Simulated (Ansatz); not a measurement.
The reference is InSb in the zinc blende structure (space group F-43m, No. 216).

InSb is taken in the cubic space group F-43m (No. 216), the zinc blende structure, Pearson symbol cF8. Conventional cell: a = 6.5559 Å, b = 6.5559 Å, c = 6.5559 Å, α = 90.00°, β = 90.00°, γ = 90.00°. Sb on 4c is coordinated by 4 In at 2.839 Å (tetrahedral). In on 4a is coordinated by 4 Sb at 2.839 Å (tetrahedral). (Neighbours: up to the widest gap in distance over summed covalent radii, below 1.35, at either atom; cation-cation and far metal-metal contacts left out.)
(The calculation used a cell of 2 atoms; values per cell refer to that cell.)

The values are results of plane-wave PAW DFT at the r2SCAN level (Ansatz, a first-principles code, 500 eV), spin-orbit coupling left out, not measurements.

For the base:

The density is 5.58 g/cm³ and the valley order comes out as Γ 0.02 eV; L along ⟨111⟩ 0.77 eV; a point along ⟨100⟩, about 0.8 Å⁻¹ from Γ 1.48 eV.

The change: cell and atoms relaxed at a pressure of 0.7 GPa.

Question: Predict the new density and valley order.

Answer: The density grows by 0.086 g/cm³, from 5.58 g/cm³ to 5.66 g/cm³; the valley order (the lowest conduction-band minima on the path, energy above the VBM, named in the base's zone) becomes Γ 0.12 eV; L along ⟨111⟩ 0.80 eV; a point along ⟨100⟩, about 0.8 Å⁻¹ from Γ 1.46 eV (base: Γ 0.02 eV; L along ⟨111⟩ 0.77 eV; a point along ⟨100⟩, about 0.8 Å⁻¹ from Γ 1.48 eV).

Spin-orbit coupling, missing from the scalar runs, can matter with Sb. Load acts through the strain it causes; cell and atoms are relaxed under it. Stability against distortions was not tested. All final runs are without spin polarisation. A zero or small gap of InSb can be the functional's error rather than a property of the material.
